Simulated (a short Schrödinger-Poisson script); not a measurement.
MOS inversion layer, SiO2 on p-type Si(110)

System: MOS inversion layer, SiO2 on p-type Si(110), at 300 K.

```csv
layer,material,thickness (nm),Na (cm⁻³)
1,SiO2,1.7,-
2,Si,800,2.9e17
```

The device is made up for the run: typed textbook-type constants, with dimensions and the other settings drawn at random. SiO2: permittivity 3.9, conduction-band edge (eV) 3.15, gap (eV) 9, electron mass (mₑ) 0.5. Si: permittivity 11.7, conduction-band edge (eV) 0, gap (eV) 1.124, Nv at 300 K (cm⁻³) 3.1e19.

Channel valleys (confinement mass, in-plane density-of-states mass, number): Δ4 0.315, 0.324, 4; Δ2 0.19, 0.417, 2. At the gate the conduction-band edge of layer 1 lies 3.68 eV − eVg above the Fermi level of the channel; the field vanishes at the back. Gaps are held at their typed values at every temperature. Mesh 0.03 nm at interfaces.

Solved with a short Schrödinger-Poisson script written for these runs: 1D Poisson equation in equilibrium, electrons quantum, Hartree (BenDaniel-Duke, 12 states a valley, the channel's in-plane mass for all, wave functions free to enter the dielectric), parabolic valleys, classical holes, full ionisation, no traps, pinning or gate leakage.

```
Vg (V)  electrons (cm⁻²)  C (μF/cm²)  Δ4 E0 (meV)  Δ4 E1 (meV)  Δ2 E0 (meV)  Δ2 E1 (meV)
------  ----------------  ----------  -----------  -----------  -----------  -----------
0.4               2.56e7       0.168        351.4        422.4        365.3        448.6
0.5               7.63e8       0.163        263.3        337.5        277.7        364.9
0.6              2.18e10       0.252        176.4        253.7        191.3        282.1
0.7              2.75e11       0.835        110.3        191.1        125.9        220.5
0.8              9.10e11        1.22         78.6        163.7         95.2        193.7
0.9              1.72e12        1.38         61.3        150.8         79.0        181.3
1                2.60e12        1.46         49.7        143.5         68.4        174.3
1.1              3.53e12        1.51         40.9        138.8         60.6        169.9
1.2              4.48e12        1.55         33.8        135.7         54.5        166.9
1.3              5.46e12        1.58         27.8        133.5         49.4        164.9
1.4              6.46e12        1.61         22.5        131.9         45.0        163.4
```

Subbands count from the Fermi level.
